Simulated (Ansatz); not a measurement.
Take Sb (space group I4_132, No. 214; a = 7.982 Å; a hypothetical phase, not in the database extracts checked; relaxed with 0.1 eV smearing) as the base. Axes: x, y, z lie along the cube axes.

The change: strain tensor (xx, yy, zz, yz, xz, xy) = (−0.15, +0.55, +0.44, −0.72, +1.51, −1.10) %, atoms relaxed at fixed cell.

Levels (all Ansatz, a first-principles code, PAW): PBEsol (420 eV, no SOC); r2SCAN (500 eV, no SOC).

The geometry is relaxed with PBEsol.

* **PBEsol pressure**: -0.2 GPa

Task: What does r2SCAN give at this geometry for the pressure?

Result: The pressure grows by 0.2 GPa to 0.0 GPa.

Single points use the geometry relaxed with PBEsol. Their cutoffs differ, which shifts pressures a little. Whether these cells are dynamically stable was not tested.
